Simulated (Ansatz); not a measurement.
We consider Zn3GaNO3 (model structure, P3m1, No. 156, 8 atoms in the cell), described by LDA in Ansatz (PAW).

Numerical settings: plane-wave cutoff 520 eV, 18×18×6 k mesh (along the axes of the cell as run), Fermi–Dirac smearing 0.05 eV, scalar-relativistic PAW data made under PBE.

Cell (relaxed at this level):

```
CELL_PARAMETERS angstrom
      3.21358     0.00000     0.00000
     -1.60679     2.78304     0.00000
      0.00000     0.00000    10.23720
ATOMIC_POSITIONS crystal
  Ga 0.33333 0.66667 0.01205
  N  0.33333 0.66667 0.18877
  Zn 0.66667 0.33333 0.24666
  O  0.66667 0.33333 0.44479
  Zn 0.33333 0.66667 0.49211
  O  0.33333 0.66667 0.69095
  Zn 0.66667 0.33333 0.73669
  O  0.66667 0.33333 0.93769
```

Question: Predict the bulk modulus B0.

Answer: 
- bulk modulus B0: 157 GPa

The run finds no gap.

Note: the bulk modulus is −V dP/dV from two relaxed cells at ±2 % in volume; the relaxation could raise the start's symmetry but not lower it, so the cell can be a saddle point.

A model structure was made by putting elements into a prototype or built by hand; it is no filed structure, need not be a known phase, and can be a saddle point held by its symmetry.

Ansatz is a program for electronic structure.
